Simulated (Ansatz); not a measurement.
**Response to strain in InSb**

Take InSb in the zinc blende structure (space group F-43m, No. 216; a = 6.556 Å) as the base. Axes: x, y, z lie along the cube axes.

Strains are applied to the cell and any free atomic positions relax; under biaxial strain the out-of-plane vector relaxes too.

Computed with r2SCAN, PAW, 500 eV (Ansatz, a first-principles code; no spin-orbit coupling).

Notes on the quantities. pressure: mean of the normal stresses, compression positive; energy relative to the base: free energy F.

| variant | pressure | energy relative to the base | volume per atom |
|---|---|---|---|
| base | 0.0 GPa | 0 meV/atom | 35.22 Å³ |
| biaxial strain −0.78 %, plane normal [001], relaxed out of plane | 0.3 GPa | +0.9 meV/atom | 34.96 Å³ |
| biaxial strain −0.27 %, plane normal [001], relaxed out of plane | 0.1 GPa | +0.1 meV/atom | 35.13 Å³ |
| isotropic strain −2.90 % | 4.8 GPa | +41 meV/atom | 32.25 Å³ |
| isotropic strain +0.86 % | -1.0 GPa | +3.0 meV/atom | 36.14 Å³ |
| uniaxial strain ε_xx = −4.28 % | 2.1 GPa | +13 meV/atom | 33.71 Å³ |
| uniaxial strain ε_xx = −3.61 % | 1.7 GPa | +9.4 meV/atom | 33.95 Å³ |
| uniaxial strain ε_yy = +1.10 % | -0.5 GPa | +0.8 meV/atom | 35.61 Å³ |
| tensor shear ε_xz = +1.45 % | 0.0 GPa | +2.7 meV/atom | 35.21 Å³ |
| tensor shear ε_yz = +0.66 % | 0.0 GPa | +0.6 meV/atom | 35.22 Å³ |

Whether these cells are dynamically stable was not tested. All final runs are without spin polarisation.
